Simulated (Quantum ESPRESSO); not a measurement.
Troubleshooting Quantum ESPRESSO: a failed run on TiO2 (P4_2/mnm, 6 atoms in the cell). The aim is a self-consistent single point with DFT, revPBE, plane waves, PseudoDojo standard norm-conserving (PBE) pseudopotentials.

Cell that was meant: a = 4.6803 Å, b = 4.6803 Å, c = 3.0110 Å, α = 90.00°, β = 90.00°, γ = 90.00°.

Part of the input:

```fortran
  calculation = 'scf'
  prefix = 'tio2'
  outdir = './tmp'
  pseudo_dir = './pseudo'
  tprnfor = .true.
  tstress = .true.
/
```

The program printed (abridged):

```
 %%%%%%%%%%%%%%%%%%%%%%%%%%%%%%%%%%%%%%%%%%%%%%%%%%%%%%%%%%%%%%%%%%%%%%%%%%%%%%
     Error in routine readpp (1):
     file ./pseudo/Ti.upf not found
 %%%%%%%%%%%%%%%%%%%%%%%%%%%%%%%%%%%%%%%%%%%%%%%%%%%%%%%%%%%%%%%%%%%%%%%%%%%%%%

     stopping ...
```

Question: From the messages shown, name the fault and mend the input.

Answer: The fault is a wrong folder for the potentials. The files are not in the folder that the input names. To fix it, correct the folder. The program stopped before any SCF iteration.

An input that runs soundly differs in these lines (not the only fix; some lines may just follow from the change or write a value another way):
```diff
-  pseudo_dir = './pseudo'
+  pseudo_dir = './'
```

With that input, the run converged in 19 iterations: free energy E − TS -5041.7689 eV; top of the valence band (on the code's own zero) 8.45 eV; gap on the k-point mesh 1.77 eV; pressure -4.68 GPa; largest force (vector length) 0.234 eV/Å (DFT, revPBE, plane waves, PseudoDojo standard norm-conserving (PBE) pseudopotentials).

On the sound input: the starting cell comes from a database of computed structures (which also holds hypothetical and non-ambient phases and stackings), without a prior relaxation at this level. Its lattice was rescaled by a random factor within 2.5 % of one. With a pressure of about -5 GPa the cell is away from its equilibrium volume at this level.
